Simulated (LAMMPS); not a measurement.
MD of Au (fcc) with 50 % of Au sites Ni at zero pressure over temperature, 4000 atoms; each row names its start.

Method: classical MD, pair style eam, the elements' _u3.eam files (universal-3 set of Foiles, Baskes and Daw); code LAMMPS.

| T (K), start | state | volume | enthalpy | first peak of g(r), Au-Ni | coordination number of Au by Ni | D(Au) | D(Ni) |
|---|---|---|---|---|---|---|---|
| 300, crystal | crystal; no diffusion seen in 30 ps | 14.3340 ± 0.0001 Å³/atom | -4.0862 ± 0.0001 eV/atom | 2.66 Å, height 5.4 | 5.97 (counted to 3.30 Å) | - | - |
| 1070, crystal | crystal; no diffusion seen in 30 ps | 14.953 ± 0.004 Å³/atom | -3.8649 ± 0.0005 eV/atom | 2.64 Å, height 3.4 | 6.32 (counted to 3.50 Å) | - | - |
| 1460, melt | liquid | 15.7708 ± 0.0010 Å³/atom | -3.6841 ± 0.0002 eV/atom | 2.58 Å, height 2.9 | 6.67 (counted to 3.66 Å) | (3.17 ± 0.05) × 10^-5 cm²/s | (3.41 ± 0.04) × 10^-5 cm²/s |
| 1760, melt | liquid | 16.170 ± 0.004 Å³/atom | -3.5835 ± 0.0005 eV/atom | 2.57 Å, height 2.7 | 6.48 (counted to 3.66 Å) | (4.96 ± 0.08) × 10^-5 cm²/s | (5.32 ± 0.08) × 10^-5 cm²/s |
| 2140, melt | liquid | 16.709 ± 0.002 Å³/atom | -3.4590 ± 0.0003 eV/atom | 2.55 Å, height 2.5 | 6.29 (counted to 3.66 Å) | (8.0 ± 0.1) × 10^-5 cm²/s | (8.4 ± 0.2) × 10^-5 cm²/s |

Caution (rows 300, crystal; 1070, crystal): the random arrangement on this lattice is imposed, and need not be a phase that exists in equilibrium.

Caution (rows 1070, crystal; 1460, melt; 1760, melt; 2140, melt): a run this short can hold a crystal over, or a liquid under, the potential's own melting point, which these runs don't give.

States go by the mean squared displacement: a species diffuses where it passes 1.5 Å², still rises and gives D over 1e-6 cm²/s; a crystal has left its structure where atoms lie 0.35 Å off their sites on average or a cubic box changes its shape by 3 %, or the axial ratios of another lie 8 % off the starting cell's, which the potential's own relaxation can also do.

Errors of D are the spread over four groups of atoms in one short run; a floor of about 5 %, a picked value, is safer.

The ± values are statistical; the model's systematic error is not in them.
